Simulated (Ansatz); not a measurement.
Defect: O-vacancy pair (O on one host N site, one N site vacant) in wurtzite GaN, charge state +2. These are PBE, PAW (plane waves to 420 eV; Ansatz, a program for electronic structure) values and carry that method's errors.

Settings: 72 host sites, the relaxed PBE lattice, one k-point at (0.125, 0.250, 0.250), smearing 0.01 eV, spin-restricted, no image-charge correction. Static, classical nuclei. The charge state is imposed; whether it is stable for some Fermi level was not computed. Forms of the defect that were not tried may lie lower. The start lies 0.063 eV above the lowest site run (PBE).

Barriers: single points on a 2×2×2 k-point mesh shifted by half a step along c at the bands' geometries.

The step: a nearby N atom hops onto the vacant site (O-vacancy distance between ideal sites 3.21 → 5.57 Å); the atom moves 3.19 Å along (0.00, -0.99, 0.00) of the unit cell; the moving atom starts with neighbours Ga at 1.94, Ga at 1.97, Ga at 1.98, Ga at 2.00 Å and ends with Ga at 1.95, Ga at 1.96, Ga at 1.97, Ga at 2.00 Å.

Problem. Estimate the migration barrier of this step that PBE, PAW returns for this input.

Solution. 3.48 eV forward and 3.55 eV backward. At the saddle the moving atom has neighbours Ga at 1.85, Ga at 2.13, Ga at 2.18, Ga at 2.38 Å. The saddle point's order was not checked.
